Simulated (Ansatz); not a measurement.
Data:

```
CELL_PARAMETERS angstrom
      2.10395     1.17933     7.23198
     -2.10395     1.17933     7.23198
      0.00000    -2.35867     7.23198
ATOMIC_POSITIONS crystal
  Tl 0.50000 0.50000 0.50000
  Bi 0.00000 0.00000 0.00000
  S  0.26434 0.26434 0.25766
  S  0.73566 0.73566 0.74234
```

No spin polarisation.

Level of theory: Kohn–Sham DFT with the PBEsol functional, run in Ansatz (a quantum-chemistry and plane-wave program) with PAW and 420 eV plane waves, scalar-relativistic without spin-orbit coupling. Settings: 9×9×9 k-points, 0.05 eV Fermi–Dirac smearing.

Question: What is the computed band gap?

Answer: 0.19 eV.

Question: What is the computed stress (xx, yy, zz, yz, xz, xy; compression positive)?

Answer: (-2.43, -0.74, -0.91, -0.40, 0.00, 0.00) GPa.

Question: Estimate the gap character.

Answer: Direct at Γ.

With Bi and Tl present, leaving out spin-orbit coupling can change the band edges. The cells carry an imposed strain or load. Whether these cells are dynamically stable was not tested. The cell was made from TlBiS2 (space group R-3m, No. 166) by this change: uniaxial strain ε_xx = +3.00 %. The zero or small gap of TlBiS2 can change with the level of theory.
